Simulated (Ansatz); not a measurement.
Cell volume against guest size in polar orthorhombic HfO2

Cells of 16 cation and 32 anion sites of HfO2, atoms and cell relaxed at PBE from the phase named, static lattice at 0 K. Metal guests replace cations. A vacancy empties an O site next to the guests. Where both kinds of O site were run, the lower is taken. These are ordered model cells; other placings weren't searched.

Plane-wave PAW runs of Ansatz (a quantum-chemistry and plane-wave program), PBE at 420 eV, without spin–orbit coupling or a Hubbard term. No spin polarisation.

Radii are Shannon's six-fold crystal radii of the formal state, as pymatgen tabulates them.

This series is shown because its other rows lie near a line; not every series does.

```json
[
 {"cell": "with one Mg and one O vacancy", "radius (Å)": "0.86", "cell volume (Å³)": "549.5"},
 {"cell": "with one Zn and one O vacancy", "radius (Å)": "0.88", "cell volume (Å³)": "551.9"},
 {"cell": "with one Ca and one O vacancy", "radius (Å)": "1.14", "cell volume (Å³)": "?"},
 {"cell": "with one Sr and one O vacancy", "radius (Å)": "1.32", "cell volume (Å³)": "560.6"},
 {"cell": "with one Ba and one O vacancy", "radius (Å)": "1.49", "cell volume (Å³)": "565.6"}
]
```

Question: Fit a straight line to the 4 rows with values and predict the withheld one.

Answer: The means are 1.138 Å and 556.90 Å³; Σ(x − x̄)(y − ȳ) = 7.083 and Σ(x − x̄)² = 0.3009, so the slope is 23.54 Å³ per Å, and the rows scatter about the line by 0.77 Å³ (root mean square). At 1.14 the line gives 556.90 + (23.54) × (0.002) = 556.9 Å³. The run itself gave 556.9 Å³, 0.0 Å³ from the line.
